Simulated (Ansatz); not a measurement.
A self-consistent single point of Sr (Fm-3m, 1 atom in the cell) with Ansatz (a first-principles code).

Method: PBE with spin-orbit coupling (plane waves, PAW; Ansatz).

```
Sr
1.0
    0.00000     2.97586     2.97586
    2.97586     0.00000     2.97586
    2.97586     2.97586     0.00000
Sr
1
Direct
  0.00000   0.00000   0.00000
```

Reference input (self-consistent single point, DFT, PBE, plane waves, default PAW files): kpoints.mp_grid.grid = 8 8 8; hamiltonian.xc = pbe; hamiltonian.pseudopotentials = {kind: paw} (the program's default PAW files); scf.occupations.method = fermi_dirac; scf.occupations.width = 0.0073 Ry. This run's input differs from it in these lines:

Ansatz 0.2 input:
```diff
@@ -13,2 +13,5 @@
   pseudopotentials: { kind: paw }
+magnetization:
+  noncollinear: true
+  spin_orbit: true
 scf:
```

The program printed (abridged):

```
SCF iter   1: F=—  HF=-3544.845065 eV  |F-HF|=—  |Δ(HF+E_count)|=         —  Δρ=5.31e-3  dr2=1.77e-2  dr2_m=0.00e0 (ungated)  ethr=3.10e-3  |M|=0.00e0 ∫|m|=0.00e0 μB  |m|>n=0.0e0 m-floor=0.0e0 τ_xc=0.0e0  β_m=0.30  ⟨swp⟩=8.4  Hψ=1876  notcnv=0
all-band conjugate gradients solve this SCF's bands
preconditioner: auto → none
   [... lines left out ...]
SCF iter   5: F=—  HF=-3544.850911 eV  |F-HF|=—  |Δ(HF+E_count)|=   1.01e-5  Δρ=4.66e-5  dr2=8.18e-7  dr2_m=0.00e0 (ungated)  ethr=2.09e-7  |M|=0.00e0 ∫|m|=0.00e0 μB  |m|>n=0.0e0 m-floor=0.0e0 τ_xc=0.0e0  β_m=0.71  ⟨swp⟩=2.0  Hψ=398  notcnv=0
SCF iter   6: F=-3544.850911 eV  HF=-3544.850911 eV  |F-HF|=9.79e-10  |Δ(HF+E_count)|=   9.34e-8  Δρ=4.37e-6  dr2=7.03e-9  dr2_m=0.00e0 (ungated)  ethr=1.00e-9  |M|=0.00e0 ∫|m|=0.00e0 μB  |m|>n=0.0e0 m-floor=0.0e0 τ_xc=0.0e0  ⟨swp⟩=7.9  Hψ=1437  notcnv=0
SCF 1 converged in 6 iterations: F = -3544.850911 eV  dr2 = 7.03e-9
Magnetization: |M| = 0.0000 μB,  M = (+0.0000, +0.0000, +0.0000) μB
Absolute magnetization: 0.0000 μB (∫|m|)
  site 0: m = (+0.0000, +0.0000, +0.0000) μB, |m| = 0.0000 μB  (R = 1.74 Å)
Free energy (F): -3544.850911 eV
Internal energy: -3544.813815 eV  (E = F + TS)
E sigma→0 (E₀):  -3544.832363 eV
Entropy (-TS):   -0.037096 eV (-37.096 meV/atom)
Fermi energy:    5.339594 eV
--- Forces (eV/Å), atoms counted from 1 ---
  atom   1  Sr     0.00000000    -0.00000000    -0.00000000
--- Stress (GPa, compression-positive) ---
        0.538194       0.000000      -0.000000
        0.000000       0.538194       0.000000
        0.000000      -0.000000       0.538194
  P = ⅓ Tr σ = 0.5382 GPa (5.382 kbar)
  The stress holds the Pulay correction. Without it, at fixed plane waves, as pw.x and ABINIT print it: P = 0.5359 GPa
```

The run converged in 6 iterations. Against the reference run the pressure stays at 0.54 GPa.

The starting cell has typed, rounded lattice constants, without a prior relaxation at this level. Its lattice was rescaled by a random factor within 2.5 % of one. Ansatz's pressure includes its estimate of the finite-basis (Pulay) stress.
